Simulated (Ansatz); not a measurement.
Start from ZnSe in the zinc blende structure (space group F-43m, No. 216; a = 5.633 Å). Axes: x, y, z lie along the cube axes.

The values are results of PBEsol (Ansatz, an electronic-structure program, PAW, without spin-orbit coupling), not measurements.

It is then changed as follows: uniaxial strain ε_zz = −0.50 %, all other strain components held at zero, atoms relaxed at fixed cell.

Task: Predict the stress tensor and what it implies for the stiffness.

Result: Stress of the strained cell less that of the base (GPa, compression positive):
```
   0.27    0.00    0.00
   0.00    0.27    0.00
   0.00    0.00    0.45
```

Then −Δσ_ii/ε with ε = -0.0050 gives relaxed-ion elastic constants: C33 ≈ 90 GPa, C13 ≈ 54 GPa and C23 ≈ 54 GPa.

Stability against distortions was not tested.
